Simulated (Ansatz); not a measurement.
We consider LaN (model structure, started from the zincblende type, F-43m, No. 216, 2 atoms in the cell), described by HSE06+SOC in Ansatz (plane waves, PAW).

Input:

Ansatz 0.2 input:
```yaml
crystal:
  lattice:
    - [0.0, 2.7732264709, 2.7732264709]
    - [2.7732264709, 0.0, 2.7732264709]
    - [2.7732264709, 2.7732264709, 0.0]
  atoms:
    - { symbol: N, position: [0.75, 0.75, 0.75] }
    - { symbol: La, position: [0.0, 0.0, 0.0] }
basis:
  ecutwfc: 460
  ecutrho_ratio: 4
  xc_grid: 2
kpoints:
  mp_grid: { grid: [8, 8, 8] }
hamiltonian:
  xc: hse06
  dispersion: none
  pseudopotentials: { kind: paw }
scf:
  occupations: { method: fermi_dirac, width: 0.01 }
  convergence: { dr2_threshold: 0.0000000002 }
output:
  forces: true
  stress: true
  eigenvalues: true
magnetization:
  noncollinear: true
  spin_orbit: true
```

From the output:

```
WARN output.stress: scf.exx.energy_threshold = 1e-6 eV is looser than the 2e-8 eV advised for a stress under a hybrid functional (1e-8 eV for each atom of the …
Crystal: 2 atoms, lattice volume = 42.657 Å³
Basis set: ecut = 460 eV, 941 PW (Γ), exchange–correlation on 60×60×60 points (8 copies of the dense FFT grid, shifted against one another)
Bands: 24, of which v1, the nominal top of the filled ones, is band 16 counted from 1 (15 counted from 0)
Symmetry: 24 space group operations + 24 with time reversal
k-points: 29 of 512 (time reversal used)
Initial density: superposition of atomic densities (chi_scale 0.1, normalization cell, long waves kept (reshape's long-wave potential 0.00 eV rms))
Crystal: 2 atoms, lattice volume = 42.657 Å³
Initial density: handed on by an earlier stage of this run
Crystal: 2 atoms, lattice volume = 42.657 Å³
SCF 3 converged in 6 iterations: F = -6639.424655 eV  dr2 = 1.72e-10
Free energy (F): -6639.424655 eV
Internal energy: -6639.424655 eV  (E = F + TS)
E sigma→0 (E₀):  -6639.424655 eV
Fermi energy:    10.249350 eV
--- Forces (eV/Å), atoms counted from 1 ---
  atom   1  N      0.00000000    -0.00000000     0.00000000
  atom   2  La    -0.00000000    -0.00000000    -0.00000000
--- Stress (GPa, compression-positive) ---
        2.290877      -0.000000      -0.000000
       -0.000000       2.290877       0.000000
       -0.000000       0.000000       2.290877
  P = ⅓ Tr σ = 2.2909 GPa (22.909 kbar)
```

The PAW data were made under PBE.

Note: the relaxation could raise the start's symmetry but not lower it, so the cell can be a saddle point. Note: cell and atoms aren't relaxed at this level (pressure 2.3 GPa).

A model structure was made by putting elements into a prototype or built by hand; it is no filed structure, need not be a known phase, and can be a saddle point held by its symmetry.

Ansatz is an electronic-structure program.
